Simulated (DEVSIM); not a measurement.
System: Mo/SiON/p-In0.53Ga0.47As capacitor, at 300 K.

| layer (left to right) | material | thickness (nm) | Na (cm⁻³) |
|---|---|---|---|
| 1 | SiON | 20.0 | - |
| 2 | In0.53Ga0.47As | 6500 | 7.5e15 |

Metal gate on the left, work function 4.6 eV. Fixed charge at the semiconductor interface -8.7e10 cm⁻² (in units of +e); interface traps 2.7e12 cm⁻² eV⁻¹, uniform in energy, neutral level at 0.5 of the gap above the valence band.

The device is made up for the run: typed textbook-type constants, with dimensions and the other settings drawn at random. Values at 300 K.

| parameter | SiON | In0.53Ga0.47As |
|---|---|---|
| gap (eV) | 7 | 0.74 |
| affinity (eV) | 1.4 | 4.51 |
| permittivity | 5.5 | 13.9 |
| Nc (cm⁻³) | - | 2.1e17 |
| Nv (cm⁻³) | - | 7.7e18 |

Simulated with DEVSIM: 1D Poisson equation in equilibrium, Boltzmann statistics, complete ionisation; no quantum confinement or tunnelling. Metal contacts follow the ideal Schottky-Mott rule: no Fermi-level pinning, no interface dipoles.

The interface trap density was swept, all else fixed.

```csv
interface trap density (cm^-2 eV^-1),minimum of the low-frequency capacitance (μF/cm²),flat-band voltage (V)
0,0.0430,-0.41
1e10,0.0441,-0.41
1e11,0.0536,-0.43
3e11,0.0696,-0.45
1e12,0.112,-0.54
2e12,…,-0.66
2.7e12,0.162,-0.75
```

Some entries are withheld; supply them.


- 2e12, minimum of the low-frequency capacitance (μF/cm²): 0.146
